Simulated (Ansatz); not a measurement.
Ru under a change: uniaxial strain ε_xx = +1.00 %

The reference is Ru in the hcp (Mg type) structure (space group P6_3/mmc, No. 194; a = 2.6756 Å, c = 4.2237 Å; relaxed with 0.1 eV smearing). Axes: x lies along a and z along c of the hexagonal cell.

It is then changed as follows: the cell is stretched by 1.00 % along x with no lateral relaxation; the atoms relax in the strained cell.

Method: Kohn–Sham DFT with the LDA functional, run in Ansatz (a quantum-chemistry and plane-wave program) with PAW and 420 eV plane waves, spin-orbit coupling left out. k-mesh 25×25×14 (Γ-centred); smearing 0.1 eV (Fermi–Dirac).

```json
[
 {"quantity": "space group", "base": "P6_3/mmc (No. 194)", "changed": "Cmcm (No. 63)", "shift": "–"},
 {"quantity": "shortest interatomic distance", "base": "2.617 Å", "changed": "2.619 Å", "shift": "+0.002 Å"},
 {"quantity": "energy relative to the base (free energy F)", "base": "0 meV/atom", "changed": "+2.6 meV/atom", "shift": "+2.6 meV/atom"},
 {"quantity": "pressure (mean of the normal stresses, compression positive)", "base": "0.0 GPa", "changed": "-3.4 GPa", "shift": "-3.4 GPa"},
 {"quantity": "band gap", "base": "zero", "changed": "zero", "shift": "–"},
 {"quantity": "stress (xx, yy, zz, yz, xz, xy; compression positive)", "base": "–", "changed": "(-6.3, -2.1, -2.0, 0.0, 0.0, 0.0) GPa", "shift": "–"}
]
```

Cost of the whole job for the changed cell (relaxation, final SCF and bands): very roughly 2.3 core-minutes.

Whether these cells are dynamically stable was not tested. The final runs are not spin-polarised.
